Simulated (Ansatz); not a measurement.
Seebeck coefficient (μV/K, mean over directions) of n-type WO3 (P2_1/c) against carrier density, PBEsol, rigid bands (Ansatz, a program for electronic structure). Computed gap 1.66 eV; densities at which minority carriers matter at this gap, or further valleys turn the trend, are left out. Conductivity mass 0.68 mₑ (harmonic mean over directions), N_c = 6.9e19 cm⁻³ at 300 K.

| electron density | 300 K | 500 K |
|---|---|---|
| 1e16 cm⁻³ | -1000 | -1088 |
| 1e17 cm⁻³ | -802 | -890 |
| 1e18 cm⁻³ | -604 | -691 |
| 3e18 cm⁻³ | [?] | -597 |
| 1e19 cm⁻³ | -407 | -493 |
| 3e19 cm⁻³ | -316 | -400 |
| 1e20 cm⁻³ | [?] | -299 |
| 3e20 cm⁻³ | -152 | -210 |
| 1e21 cm⁻³ | -86 | [?] |

Problem. What belongs in the gaps?

Solution. 
- 3e18 cm⁻³, 300 K: -509
- 1e20 cm⁻³, 300 K: -224
- 1e21 cm⁻³, 500 K: -119

Rigid bands with a gap fixed in temperature, one relaxation time for all states, no polarons or phonon drag, and whether or not such doping can be reached. Spin-orbit coupling is left out; with 5d elements it also splits d-like band edges.
